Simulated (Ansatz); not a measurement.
The reference is MnO in the rock salt structure (space group Fm-3m, No. 225; a = 4.335 Å; ferromagnetic).

Level of theory: Kohn–Sham DFT with the PBEsol functional, run in Ansatz (an electronic-structure program) with PAW and 420 eV plane waves, without spin-orbit coupling.

Base values:

| Property | Value |
|---|---|
| Largest site moment | 3.80 μB |
| Lattice parameter a | 433.5 pm |

The change: cell and atoms relaxed at a pressure of 5 GPa.

What happens to the largest site moment and lattice parameter a?

The largest site moment decreases by 0.13 μB, from 3.80 μB to 3.67 μB; the lattice parameter a drops by 5.8 pm (433.5 pm → 427.7 pm).

Load acts through the strain it causes; cell and atoms are relaxed under it. Stability against distortions was not tested. Competing high-pressure phases were not computed. No Hubbard U is applied and the magnetic state is the run's own (MnO ferromagnetic); other magnetic orders, which need larger cells, were not tried and can change the gap. In its common phase, real MnO is an antiferromagnetic insulator at low temperature.
